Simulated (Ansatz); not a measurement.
## Response to strain in hypothetical cubic perovskite SrSnSe3

The reference is SrSnSe3 in the cubic perovskite structure (space group Pm-3m, No. 221; a hypothetical phase, not in the database extracts checked).

```xyz
5
Lattice="5.3228 0.0000 0.0000 0.0000 5.3228 0.0000 0.0000 0.0000 5.3228" Properties=species:S:1:pos:R:3 pbc="T T T"
Sr     0.0000     0.0000     0.0000
Sn     2.6614     2.6614     2.6614
Se     0.0000     2.6614     2.6614
Se     2.6614     2.6614     0.0000
Se     2.6614     0.0000     2.6614
```

Cartesian axes are those of the cell as printed.

Strains are applied to the cell and any free atomic positions relax; under biaxial strain the out-of-plane vector relaxes too; under stress the whole cell relaxes.

All numbers come from Ansatz (a first-principles code), PBE, PAW, cutoff 420 eV, spin-orbit coupling left out.

Notes on the quantities. energy relative to the base: free energy F; pressure: mean of the normal stresses, compression positive.

| change | energy relative to the base | space group | shortest interatomic distance | pressure |
|---|---|---|---|---|
| base | 0 meV/atom | Pm-3m (No. 221) | 2.661 Å | 0.0 GPa |
| biaxial strain −2.96 %, plane normal [001], relaxed out of plane | +19 meV/atom | P4/mmm (No. 123) | 2.583 Å | 2.4 GPa |
| biaxial strain −0.78 %, plane normal [111], relaxed out of plane | +0.5 meV/atom | R-3m (No. 166) | 2.657 Å | 0.2 GPa |
| biaxial strain +1.75 %, plane normal [111], relaxed out of plane | +2.5 meV/atom | R-3m (No. 166) | 2.673 Å | -0.5 GPa |
| isotropic strain −3.67 % | +58 meV/atom | Pm-3m (No. 221) | 2.564 Å | 6.4 GPa |
| uniaxial strain ε_xx = +1.89 % | +2.9 meV/atom | P4/mmm (No. 123) | 2.661 Å | -0.8 GPa |
| uniaxial strain ε_xx = +3.96 % | +12 meV/atom | P4/mmm (No. 123) | 2.661 Å | -1.5 GPa |
| tensor shear ε_xz = −2.93 % | +2.9 meV/atom | Cmmm (No. 65) | 2.661 Å | 0.1 GPa |
| uniaxial stress, 0.5 GPa tension along x | +0.3 meV/atom | P4/mmm (No. 123) | 2.658 Å | – |

Without a gap, meshes like the base's 9×9×9 leave anisotropic stresses uncertain by several tenths of a GPa, and small strain energies with them. Beyond what the load breaks, stability against distortions was not tested. The final runs are not spin-polarised. Many cubic perovskites are stable only at high temperature; tilts and polar distortions were not tested.
